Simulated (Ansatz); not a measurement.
For CsCl-type MgO (model structure) (like a known high-pressure phase), LDA (Ansatz, an electronic-structure program, plane waves, PAW) gives:

```
Item                                     Value
------------------------------  --------------
equilibrium lattice constant a         2.598 Å
formation enthalpy              -2.298 eV/atom
```

### Question
What does r²SCAN in Ansatz (plane waves, PAW) give for the same quantities?

### Answer

- lattice constant a: 2.623 Å (grows by 1.0 %)
- formation enthalpy: -2.162 eV/atom (moves by +0.136 eV/atom)

Changes are worked out from the printed values.

Unless a cell is named, each level is at its own relaxed cell (LDA 8.77, r²SCAN 9.03 Å³/atom).

Ansatz's density-functional and Hartree–Fock values are scalar-relativistic unless marked +SOC, with PAW data made under PBE.

A model structure was made by putting elements into a prototype or built by hand; it is no filed structure, need not be a known phase, and can be a saddle point held by its symmetry.
